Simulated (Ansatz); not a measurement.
Start from MgSnO3 in the cubic perovskite structure (space group Pm-3m, No. 221; a hypothetical phase, not in the database extracts checked).

```yaml
crystal:
  lattice:
    - [3.98690, 0.00000, 0.00000]
    - [0.00000, 3.98690, 0.00000]
    - [0.00000, 0.00000, 3.98690]
  atoms:
    - { symbol: Mg, position: [0.00000, 0.00000, 0.00000] }
    - { symbol: Sn, position: [0.50000, 0.50000, 0.50000] }
    - { symbol: O, position: [0.00000, 0.50000, 0.50000] }
    - { symbol: O, position: [0.50000, 0.50000, 0.00000] }
    - { symbol: O, position: [0.50000, 0.00000, 0.50000] }
```

Computed with plane-wave PAW DFT at the PBEsol level (Ansatz, a program for electronic structure, 420 eV), no spin-orbit coupling.

For the base:

The band gap comes out as 0.97 eV.

Now apply this change: the cell is scaled by 0.9915 in all directions; the atoms relax in the strained cell.

Q: What happens to the band gap and energy relative to the base?

A: The band gap goes up by 0.13 eV (0.97 eV → 1.10 eV); the energy rises by 4.4 meV/atom.

Stability against distortions was not tested. Many cubic perovskites are stable only at high temperature; tilts and polar distortions were not tested.
